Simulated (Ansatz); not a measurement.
# MgInGaO4 (model structure, started from the InGaZnO4 type, R3m, No. 160, 7 atoms in the cell)

The numbers are results of r²SCAN0 in Ansatz (plane waves, PAW), not measurements.

Run with plane-wave cutoff 520 eV, 8×8×8 k mesh, Fermi–Dirac smearing 0.01 eV, scalar-relativistic PAW data made under PBE.

Cell (relaxed with PBEsol):

```cif
data_Ga3In3Mg3O12
_chemical_formula_sum 'In3 Ga3 Mg3 O12'
_space_group_name_H-M_alt 'R3m :H'
_space_group_IT_number 160
_space_group_name_Hall 'R 3 -2"'
_cell_length_a 3.34364
_cell_length_b 3.34364
_cell_length_c 25.29742
_cell_angle_alpha 90.000
_cell_angle_beta 90.000
_cell_angle_gamma 120.000
loop_
_atom_site_label
_atom_site_type_symbol
_atom_site_symmetry_multiplicity
_atom_site_Wyckoff_symbol
_atom_site_fract_x
_atom_site_fract_y
_atom_site_fract_z
_atom_site_occupancy
In1 In 3 a 0.00000 0.00000 0.00203 1
Ga1 Ga 3 a 0.00000 0.00000 0.78763 1
Mg1 Mg 3 a 0.00000 0.00000 0.21552 1
O1 O 3 a 0.00000 0.00000 0.86490 1
O2 O 3 a 0.00000 0.00000 0.12398 1
O3 O 3 a 0.00000 0.00000 0.71143 1
O4 O 3 a 0.00000 0.00000 0.29451 1
```
(The calculation used a cell of 7 atoms; values per cell refer to that cell.)

| Property | Result |
|---|---|
| band gap | 4.80 eV (on the SCF k mesh) |
| smallest direct gap on the k points sampled | 4.96 eV |

Note: the relaxation could raise the start's symmetry but not lower it, so the cell can be a saddle point; cell and atoms aren't relaxed at this level (largest force component 0.22 eV/Å, pressure -5.0 GPa).

Spin–orbit coupling is not included.

A model structure was made by putting elements into a prototype or built by hand; it is no filed structure, need not be a known phase, and can be a saddle point held by its symmetry.

Ansatz is a program for electronic structure.
